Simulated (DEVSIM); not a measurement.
Device: illuminated Si n-on-p cell, one wavelength, with a back-surface field, at 250 K.

```
layer (left to right)  material  thickness (μm)  Nd (cm⁻³)  Na (cm⁻³)  τn (s)  τp (s)  absorption coefficient (cm⁻¹)
---------------------  --------  --------------  ---------  ---------  ------  ------  -----------------------------
1                            Si          0.0570     8.5e18          -  1.1e-7  2.1e-8                            180
2                            Si            66.0          -     1.2e16  3.2e-7  3.2e-7                            180
3                            Si           0.130          -     3.3e18  3.2e-7  3.2e-7                            180
```

Left contact: ohmic, minority hole recombination velocity 2000 cm/s. Right contact: ohmic, minority electron recombination velocity 80 cm/s. Voltage is applied to the left contact. Recombination: SRH at mid-gap, radiative, Auger. Light enters at the left, 5.2e16 photons cm⁻² s⁻¹, one pass, no reflection. Mobility is constant in doping.

The device is made up for the run: typed textbook-type constants, with dimensions and the other settings drawn at random. Values at 300 K; Nc and Nv go as T^1.5, mobilities as T to minus their exponent, the gap by Varshni's rule with the affinity fixed.

| parameter | Si |
|---|---|
| gap (eV) | 1.124 |
| affinity (eV) | 4.05 |
| permittivity | 11.7 |
| Nc (cm⁻³) | 2.86e19 |
| Nv (cm⁻³) | 3.1e19 |
| μn (cm²/Vs) | 1417 |
| μp (cm²/Vs) | 470 |
| T exponent of μn | 2.3 |
| T exponent of μp | 2.2 |
| B (cm³/s) | 4.7e-15 |
| Cn (cm⁶/s) | 2.8e-31 |
| Cp (cm⁶/s) | 9.9e-32 |
| Varshni α (eV/K) | 0.000473 |
| Varshni β (K) | 636 |

Model (solved in DEVSIM): 1D drift-diffusion, Boltzmann statistics, complete ionisation; no tunnelling, impact ionisation, image-force lowering or self-heating.

The temperature was swept, all else fixed.

| temperature (K) | dark forward voltage at 100 A/cm² (V) | potential step across the device at zero bias (V) | dark forward voltage at 1 A/cm² (V) |
|---|---|---|---|
| 250 | 0.918 | 1.074 | 0.748 |
| 300 | 0.860 | 1.035 | 0.648 |
| 350 | 0.802 | 0.993 | 0.545 |
| 400 | 0.745 | 0.948 | 0.441 |
| 450 | 0.691 | 0.900 | 0.335 |
| 500 | 0.639 | 0.851 | 0.228 |

From the first row to the last the dark forward voltage at 100 A/cm² goes from 0.918 to 0.639. From the first row to the last the potential step across the device at zero bias goes from 1.074 to 0.851.
